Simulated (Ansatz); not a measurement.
An Ansatz (a first-principles code) input (LDA (Ansatz; PAW; 420 eV plane waves; no SOC)):

Ansatz 0.2 input:
```yaml
crystal:
  lattice:
    - [4.5879967662, 0, 0]
    - [2.2939983831, 3.973321752, 0]
    - [2.2939983831, -1.324440584, 3.6998288462]
  atoms:
    - { symbol: Hg, position: [0, 0, 0] }
    - { symbol: Te, position: [0.5, 0.25, 0.75] }
basis: { ecutwfc: 420, ecutrho_ratio: 4, xc_grid: 2, fft_grid_basis: typed }
kpoints: { mp_grid: { grid: [9, 9, 9] } }
hamiltonian:
  xc: lda
  dispersion: none
  pseudopotentials: { kind: paw }
scf: { occupations: { method: fermi_dirac, width: 0.05 } }
relax: { f_tol: 0.005, max_steps: 50, cell: { stress_tol: 0.01, fix: [a, b, gamma] } }
output: { forces: true, stress: true }
checkpoint: { write: state.ck, write_every: 1000 }
```

Problem. Which symmetry and how many k-points will the program report, and about how many plane waves at Γ?

Solution. Space group R3m (ITA 160) with 6 operations, k-points 85 of 729, and 1339 plane waves at Γ.

Problem. And the final pressure?

Solution. -0.45 GPa (compression positive).

The cells carry an imposed strain or load. No phonon test of stability was made. All final runs are without spin polarisation. The cell was made from HgTe in the zinc blende structure (space group F-43m, No. 216) by this change: biaxial strain +0.83 %, plane normal [111], relaxed out of plane.
